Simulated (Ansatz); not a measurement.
Band structure of SiC (P6_3mc, 4 atoms in the cell).

```
CELL_PARAMETERS angstrom
      3.07351     0.00000     0.00000
     -1.53676     2.66174     0.00000
      0.00000     0.00000     5.04525
ATOMIC_POSITIONS crystal
  Si 0.33333 0.66667 0.49960
  Si 0.66667 0.33333 0.99960
  C  0.33333 0.66667 0.87540
  C  0.66667 0.33333 0.37540
```

Method: PBE (plane waves, PAW; Ansatz, a quantum-chemistry and plane-wave program).

Settings: basis.ecutwfc = 420 eV; kpoints.mp_grid.grid = 6 6 4; hamiltonian.xc = pbe; hamiltonian.pseudopotentials = {kind: paw} (the program's default PAW files); scf.occupations.method = fermi_dirac; scf.occupations.width = 0.02 eV; kpoints.band_path.npoints = 8.

The starting cell comes from a database of computed structures (which also holds hypothetical and non-ambient phases and stackings), without a prior relaxation at this level.

Predict the gap along the standard path and the places of the band edges.

The gap along the path is 2.27 eV, from Γ to K; the smallest direct gap on it is 3.98 eV.

Levels in eV from the top of the valence band on the path, bands 5 to 11:
```csv
point,5,6,7,8,9,10,11
Γ,-1.32,-0.11,0.00,0.00,4.82,6.21,6.68
M,-5.44,-3.33,-3.29,-1.20,2.78,4.22,6.89
K,-6.26,-4.05,-4.05,-3.84,2.27,8.17,8.86
A,-0.71,-0.71,-0.71,-0.71,5.91,5.91,7.36
L,-2.45,-2.45,-2.33,-2.33,3.29,3.29,5.26
H,-5.65,-5.65,-1.74,-1.74,5.08,5.08,6.02
```

Keys are those of Ansatz 0.2.
